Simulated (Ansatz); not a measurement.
Consider HgO (space group P3_121, No. 152; a = 3.615 Å, c = 8.744 Å; a cell from a computed database, its experimental status unchecked; made of chains).

All numbers come from PBEsol (Ansatz, a first-principles code; PAW; 420 eV plane waves; scalar-relativistic without spin-orbit coupling), earlier PAW set.

For the base:

- Band gap: 1.44 eV
- c/a ratio: 2.419
- Shortest interatomic distance: 3.832 bohr
- Width of the top valence band: 0.59 eV
- Smallest direct gap: 1.55 eV

Perturbation: a negative pressure, −2 GPa.

Question: What happens to the band gap, c/a ratio, shortest interatomic distance, width of the top valence band and smallest direct gap?

Answer: The band gap grows by 0.23 eV (1.44 eV → 1.67 eV); the c/a ratio falls by 0.046, from 2.419 to 2.373; the shortest interatomic distance drops by 0.027 bohr to 3.805 bohr; the width of the top valence band decreases by 0.06 eV (0.59 eV → 0.53 eV); the smallest direct gap goes up by 0.20 eV (1.55 eV → 1.75 eV).

Spin-orbit coupling, missing from the scalar runs, can matter with Hg. Load acts through the strain it causes; cell and atoms are relaxed under it. Stability against distortions was not tested. No dispersion term is included in the PBEsol runs.
